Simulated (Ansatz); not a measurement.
## Ag, pressure series

Consider Ag in the fcc (Cu type) structure (space group Fm-3m, No. 225).

```
Ag
1.0
    0.00000     2.05275     2.05275
    2.05275     0.00000     2.05275
    2.05275     2.05275     0.00000
Ag
1
Direct
  0.00000   0.00000   0.00000
```

Cell and atoms are relaxed at each pressure.

All numbers come from Kohn–Sham DFT with the r2SCAN functional, run in Ansatz (a program for electronic structure) with PAW and 500 eV plane waves, without spin-orbit coupling, earlier PAW set.

| pressure (GPa) | volume per atom (Å³/atom) |
|---|---|
| -2 | 17.665 |
| -1 | 17.477 |
| 0 | 17.300 |
| 0.9 | 17.155 |
| 4.5 | 16.634 |
| 9 | 16.102 |
| 15 | ? |
| 22.5 | 14.960 |
| 30 | 14.495 |

Question: Fit the third-order Birch–Murnaghan form P(V) = (3B₀/2)[(V₀/V)^(7/3) − (V₀/V)^(5/3)]·[1 + (3/4)(B₀′ − 4)((V₀/V)^(2/3) − 1)] (squares taken in P) to the rows shown and predict the withheld row.

Answer: Least squares on the printed values gives V₀ = 17.301 Å³/atom, B₀ = 102 GPa, B₀′ = 5.8; this predicts 15.532 Å³/atom, and the run gives 15.530 Å³/atom, 0.002 lower.

Measured bulk modulus of Ag: 110 GPa (static lattice; corrected from measurement; as listed in H. Levämäki et al., Physical Review B (2014)); the computed value is 7 % below it.

Load acts through the strain it causes; cell and atoms are relaxed under it. No phonon test of stability was made. No other phases were tried under pressure.
